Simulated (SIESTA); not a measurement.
Input and output of a self-consistent single point for C (Fd-3m, 2 atoms in the cell) (SIESTA)

Method of the run: GGA PBE, numerical atomic orbitals DZP, PseudoDojo PBE standard norm-conserving potentials (rewritten from UPF to PSML) (SIESTA).

This input was run:

```
# files in the folder: C.psml (PseudoDojo PBE standard)
SystemName  C
SystemLabel siesta

NumberOfAtoms                2
NumberOfSpecies              1
%block ChemicalSpeciesLabel
  1 6 C
%endblock ChemicalSpeciesLabel
LatticeConstant              1.0 Ang
%block LatticeVectors
     0.000000000    1.755450000    1.755450000
     1.755450000    0.000000000    1.755450000
     1.755450000    1.755450000    0.000000000
%endblock LatticeVectors
AtomicCoordinatesFormat      Fractional
%block AtomicCoordinatesAndAtomicSpecies
     0.500000000    0.500000000    0.500000000  1
     0.750000000    0.750000000    0.750000000  1
%endblock AtomicCoordinatesAndAtomicSpecies

XC.functional                GGA
XC.authors                   PBE
PAO.BasisSize                DZP
PAO.EnergyShift              0.01 Ry
MeshCutoff                   400 Ry
%block kgrid.MonkhorstPack
   13   0   0  0.0
    0  13   0  0.0
    0   0  13  0.0
%endblock kgrid.MonkhorstPack
OccupationFunction           FD
ElectronicTemperature        580.23 K

MaxSCFIterations             150
SCF.Mixer.Method             Pulay
SCF.Mixer.Weight             0.1
SCF.Mixer.History            6
SCF.DM.Tolerance             1.0E-04
Diag.ParallelOverK           true
WriteForces                  true
Charge.Mulliken              end
```

The program printed (abridged):

```
reinit: Reading from file input.fdf

reinit: System Name: C
reinit: System Label: siesta

coor:   Atomic-coordinates input format  =     Fractional

siesta: Atomic coordinates (Bohr) and species
siesta:      3.31732   3.31732   3.31732  1        1
siesta:      4.97598   4.97598   4.97598  1        2

siesta: System type = bulk

initatomlists: Number of atoms, orbitals, and projectors:      2    26    16

siesta: ******************** Simulation parameters ****************************
redata: Spin configuration                          = none
redata: Time-Reversal Symmetry                      = T
redata: Number of Atomic Species                    =        1
redata: Mesh Cutoff                                 =   400.0000 Ry
redata: Net charge of the system                    =     0.0000 |e|
redata: Min. number of SCF Iter                     =        0
redata: Max. number of SCF Iter                     =      150
redata: SCF convergence failure will abort job
redata: SCF mix quantity                            = Hamiltonian
redata: Mix DM or H after convergence               =   F
redata: Recompute H after scf cycle                 =   F
redata: Mix DM in first SCF step                    =   T
redata: No kicks to SCF
redata: DM Mixing Weight for Kicks                  =     0.5000
redata: Require Harris convergence for SCF          =   F
redata: Harris energy tolerance for SCF             =     0.000100 eV
redata: Require DM convergence for SCF              =   T
redata: DM tolerance for SCF                        =     0.000100
redata: Require EDM convergence for SCF             =   F
redata: EDM tolerance for SCF                       =     0.001000 eV
redata: Require H convergence for SCF               =   T
redata: Hamiltonian tolerance for SCF               =     0.001000 eV
redata: Require (free) Energy convergence for SCF   =   F
redata: (free) Energy tolerance for SCF             =     0.000100 eV
redata: Using DFT-D3 dispersion                     =   F
redata: Using Saved Data (generic)                  =   F
redata: Method of Calculation                       = Diagonalization
redata: Electronic Temperature                      =   580.2300 K
redata: Number of TDED substeps                     =        3
redata: Dynamics option                             = Single-point calculation
redata: Save all siesta data in one NC              =   F
redata: ***********************************************************************

%block SCF.Mixers
  Pulay
%endblock SCF.Mixers

%block SCF.Mixer.Pulay
  # Mixing method
  method pulay
  variant stable

  # Mixing options
  weight 0.1000
  weight.linear 0.1000
  history 6
%endblock SCF.Mixer.Pulay

DM_history_depth set to one: no extrapolation allowed by default for geometry relaxation
Size of DM history Fstack: 1
Total number of electrons:     8.000000
Total ionic charge:     8.000000

* ProcessorY, Blocksize:    1  27

* Orbital distribution balance (max,min):    26    26

 Kpoints in:         1183 . Kpoints trimmed:         1099

siesta: k-grid: Number of k-points = 1099
siesta: k-points from Monkhorst-Pack grid
siesta: k-cutoff (effective) =    16.137 Ang
siesta: k-point supercell and displacements
siesta: k-grid:    13     0     0      0.000
siesta: k-grid:     0    13     0      0.000
siesta: k-grid:     0     0    13      0.000

diag: Algorithm                                     = D&C
diag: Parallel over k                               =   F
diag: Use parallel 2D distribution                  =   F
diag: Parallel block-size                           = 27
diag: Parallel distribution                         =     1 x     1
diag: Used triangular part                          = Lower
diag: Absolute tolerance                            =  0.100E-15
diag: Orthogonalization factor                      =  0.100E-05
diag: Memory factor                                 =  1.0000

superc: Internal auxiliary supercell:     5 x     5 x     5  =     125
superc: Number of atoms, orbitals, and projectors:    250   3250   2000

                        Single-point calculation

superc: Internal auxiliary supercell:     5 x     5 x     5  =     125
superc: Number of atoms, orbitals, and projectors:    250   3250   2000

outcell: Unit cell vectors (Ang):
        0.000000    1.755450    1.755450
        1.755450    0.000000    1.755450
        1.755450    1.755450    0.000000

outcell: Cell vector modules (Ang)   :    2.482581    2.482581    2.482581
outcell: Cell angles (23,13,12) (deg):     60.0000     60.0000     60.0000
outcell: Cell volume (Ang**3)        :     10.8192
new_DM -- step:     1
Initializing Density Matrix...

Attempting to read DM from file... Failed...
DM filled with atomic data:

InitMesh: MESH = 30 x 30 x 30 = 27000
InitMesh: Mesh cutoff (required, used) =   400.000   605.381 Ry

stepf: Fermi-Dirac step function

        iscf     Eharris(eV)        E_KS(eV)     FreeEng(eV)     dDmax    Ef(eV) dHmax(eV)
   scf:    1     -320.756758     -327.115416     -327.115416  1.775959 -4.760424  1.210845
   scf:    2     -327.143909     -327.129732     -327.129732  0.009008 -4.669383  1.067114
   scf:    3     -327.222534     -327.180114     -327.180114  0.088703 -4.004688  0.006860
   scf:    4     -327.180116     -327.180115     -327.180115  0.000824 -4.009989  0.008936
   scf:    5     -327.180131     -327.180123     -327.180123  0.000679 -4.012074  0.000204
   scf:    6     -327.180123     -327.180123     -327.180123  0.000012 -4.012054  0.000089

SCF Convergence by DM+H criterion
max |DM_out - DM_in|         :     0.0000119100
max |H_out - H_in|      (eV) :     0.0000891682
SCF cycle converged after 6 iterations

Using DM_out to compute the final energy and forces

siesta: E_KS(eV) =             -327.1801

siesta: E_KS - E_eggbox =      -327.1801

siesta: Atomic forces (eV/Ang):
     1   -0.000071   -0.000071   -0.000071
     2    0.000071    0.000071    0.000071
   Tot   -0.000000   -0.000000   -0.000000
   Max    0.000071
   Res    0.000071    sqrt( Sum f_i^2 / 3N )
   Max    0.000071    constrained

Stress tensor Voigt[x,y,z,yz,xz,xy] (kbar):     -329.11     -329.11     -329.11       -0.00       -0.00       -0.00
(Free)E + p*V (eV/cell)     -324.9577
Target enthalpy (eV/cell)     -327.1801

siesta: Program's energy decomposition (eV):
siesta: Ebs     =      -115.156866
siesta: Eions   =       564.323432
siesta: Ena     =       146.188452
siesta: Ekin    =       231.937555
siesta: Enl     =       -13.560117
siesta: Eso     =         0.000000
siesta: Edftu   =         0.000000
siesta: DEna    =        -9.014842
siesta: DUscf   =         0.691925
siesta: DUext   =         0.000000
siesta: Ex      =      -108.173869
siesta: Ec      =       -10.925794
siesta: Exc     =      -119.099663
siesta: Eharris =      -327.180123
siesta: Etot    =      -327.180123
siesta: FreeEng =      -327.180123

siesta: Stress tensor (static) (eV/Ang**3):
siesta:    -0.205414   -0.000001   -0.000001
siesta:    -0.000001   -0.205414   -0.000001
siesta:    -0.000001   -0.000001   -0.205414

siesta: Cell volume =         10.819206 Ang**3

siesta: Pressure (static):
siesta:                Solid            Molecule  Units
siesta:           0.00223724          0.00223718  Ry/Bohr**3
siesta:           0.20541386          0.20540810  eV/Ang**3
siesta:         329.10928820        329.10005552  kBar

mulliken: Atomic and Orbital Populations:

Species: C
Atom  Qatom  Qorb
               2s      2s      2py     2pz     2px     2py     2pz     2px
               3Pdxy   3Pdyz   3Pdz2   3Pdxz   3Pdx2-y2
   1  4.000   0.631   0.397   0.441   0.441   0.441   0.462   0.462   0.462
              0.060   0.060   0.040   0.060   0.040
   2  4.000   0.631   0.397   0.441   0.441   0.441   0.463   0.463   0.463
              0.060   0.060   0.040   0.060   0.040

mulliken: Qtot =        8.000

Mulliken Atomic Populations:
Atom #   charge [q] valence [e]  Species
     1    -0.000051    4.000051  C
     2     0.000051    3.999949  C
 Total    -0.000000
```

The run converged in 6 iterations.

The starting cell comes from a database of computed structures (which also holds hypothetical and non-ambient phases and stackings), without a prior relaxation at this level. Its lattice was rescaled by a random factor within 2.5 % of one. Values carry the incompleteness of an atom-centred basis. With a pressure of about 33 GPa the cell is away from its equilibrium volume at this level.
